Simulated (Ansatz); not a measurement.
# Effect of uniaxial strain ε_zz = −3.00 % on HgTe

Start from HgTe in the zinc blende structure (space group F-43m, No. 216; a = 6.5728 Å). Axes: x, y, z lie along the cube axes.

The change: uniaxial strain ε_zz = −3.00 %, all other strain components held at zero, atoms relaxed at fixed cell.

All numbers come from Ansatz (a quantum-chemistry and plane-wave program), r2SCAN, PAW, cutoff 500 eV, spin-orbit coupling left out. Settings: 12×12×12 k-points, 0.05 eV Fermi–Dirac smearing.

| quantity | base | changed | shift |
|---|---|---|---|
| volume per atom | 35.49 Å³ | 34.43 Å³ | -1.06 Å³ |
| space group | F-43m (No. 216) | I-4m2 (No. 119) | – |
| energy relative to the base (free energy F) | 0 meV/atom | +5.2 meV/atom | +5.2 meV/atom |
| band gap (uncertain: the Fermi level lies in a band; the changed cell) | zero | 0.06 eV | – |
| stress (xx, yy, zz, yz, xz, xy; compression positive) (rough) | – | (1.2, 1.2, 1.6, 0.0, 0.0, 0.0) GPa | – |

Without a gap, meshes like the base's 12×12×12 leave anisotropic stresses uncertain by several tenths of a GPa, and small strain energies with them. Spin-orbit coupling, missing from the scalar runs, can matter with Hg and Te. Stability against distortions was not tested. The final runs are not spin-polarised. The zero or small gap of HgTe can change with the level of theory.
